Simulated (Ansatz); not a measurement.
Start from AlN in the wurtzite structure (space group P6_3mc, No. 186).

```yaml
crystal:
  lattice:
    - [3.11383, 0.00000, 0.00000]
    - [-1.55692, 2.69666, 0.00000]
    - [0.00000, 0.00000, 4.98355]
  atoms:
    - { symbol: Al, position: [0.66667, 0.33333, 0.00359] }
    - { symbol: Al, position: [0.33333, 0.66667, 0.50359] }
    - { symbol: N, position: [0.66667, 0.33333, 0.62161] }
    - { symbol: N, position: [0.33333, 0.66667, 0.12161] }
```

Level of theory: PBEsol, PAW, 420 eV (Ansatz, a quantum-chemistry and plane-wave program; no SOC).

Carriers are added at fixed cell with a uniform background; the Fermi–Dirac width is that of 300 K.

One change was made to it. Results:

The gap between the host's bands increases by 0.23 eV to 4.32 eV; the Fermi level relative to the doped band's edge (positive inside the band; to 0.05 eV) is +0.45 eV; the gap character is still direct at Γ.

Question: Which of these changes matches the shifts?
(A) holes 2.0×10^22 cm⁻³
(B) electrons 7.0×10^21 cm⁻³
(C) holes 1.0×10^22 cm⁻³
(D) electrons 2.0×10^22 cm⁻³

Answer: C, holes 1.0×10^22 cm⁻³. For comparison, the gap between the host's bands in the other runs: electrons 7.0×10^21 cm⁻³ gives 4.05 eV; electrons 2.0×10^22 cm⁻³ gives 4.03 eV; holes 2.0×10^22 cm⁻³ gives 4.56 eV.

Carriers are added with a uniform compensating background; total energy and stress of such cells depend on the potential's zero and are not compared; many-body gap narrowing is missing at this level. No phonon test of stability was made.
